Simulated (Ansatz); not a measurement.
The parent structure is Ag in the fcc (Cu type) structure (space group Fm-3m, No. 225; a = 4.1485 Å). Axes: x, y, z lie along the cube axes.

The values are results of PBE (Ansatz, an electronic-structure program), no spin-orbit coupling, not measurements.

Now apply this change: the cell is scaled by 0.9709 in all directions; the atoms relax in the strained cell.

Task: Predict the stress tensor and what it implies for the stiffness.

Result: Stress of the strained cell less that of the base (GPa, compression positive):
```
   10.3     0.0     0.0
    0.0    10.3     0.0
    0.0     0.0    10.3
```

Then B = −ΔP/(ΔV/V₀) with ΔV/V₀ = -0.0848 gives secant stiffness values (nonlinear terms included at this strain): B ≈ 122 GPa.

As a check, the harmonic strain energy −½ V₀ Δσ:ε is 50 meV/atom; the computed energy rise is 44 meV/atom.

No phonon test of stability was made.
